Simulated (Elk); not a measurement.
Band structure of EuO (Fm-3m, 2 atoms in the cell).

```yaml
crystal:
  lattice:
    - [0.00000, 2.57283, 2.57283]
    - [2.57283, 0.00000, 2.57283]
    - [2.57283, 2.57283, 0.00000]
  atoms:
    - { symbol: Eu, position: [0.00000, 0.00000, 0.00000], spin: 7.0 }
    - { symbol: O, position: [0.50000, 0.50000, 0.50000] }
```
(The spins are starting values, not results.)

Level of theory: PBE, all-electron FP-LAPW, Elk's shipped species files, APW+lo basis with extra local orbitals (Elk).

Settings: xctype = 20; spinpol = true; rgkmax = 8; swidth = 0.00499791 Ha; ngridk = 9 9 9; reducebf = 0.8; gmaxvr = 14 1/bohr; nxlo = 2; lorbcnd = true; rmtscf = 0.99; lmaxi = 3; nempty = 12 per atom; maxscl = 100; bfcmt = [[0.0, 0.0, -3.5], [0.0, 0.0, 0.0]].

The starting cell comes from a database of computed structures (which also holds hypothetical and non-ambient phases and stackings), without a prior relaxation at this level. Its lattice was rescaled by a random factor within 2.5 % of one. Spin-orbit coupling is off. With one magnetic atom in the cell only a parallel order is possible. With U or open f shells several self-consistent states can exist. The f electrons are in the valence without U or exact exchange, which can misplace them near the Fermi level. Spin-orbit terms, which matter for f shells, are left out. Values depend on the basis (sphere radii, cutoffs, local orbitals), which need not be converged.

Levels in eV from the Fermi level, bands 12 to 19 of the first spin channel:
| point | 12 | 13 | 14 | 15 | 16 | 17 | 18 | 19 |
|---|---|---|---|---|---|---|---|---|
| Γ | -0.51 | -0.41 | -0.22 | -0.22 | -0.22 | 1.55 | 1.55 | 1.55 |
| X | -0.64 | -0.64 | -0.58 | -0.33 | -0.32 | 3.34 | 5.63 | 6.48 |
| W | -0.66 | -0.59 | -0.56 | -0.55 | 1.79 | 1.79 | 4.17 | 6.49 |
| K | -0.64 | -0.62 | -0.58 | -0.46 | 0.61 | 3.67 | 4.34 | 5.59 |
| L | -0.57 | -0.56 | -0.56 | -0.50 | 2.18 | 4.27 | 4.27 | 4.71 |
| U | -0.64 | -0.62 | -0.58 | -0.46 | 0.60 | 3.67 | 4.34 | 5.59 |

Bands cross the Fermi level along this path, so the cell is metallic at this level.

The net moment of the cell came out as 6.96 μB.
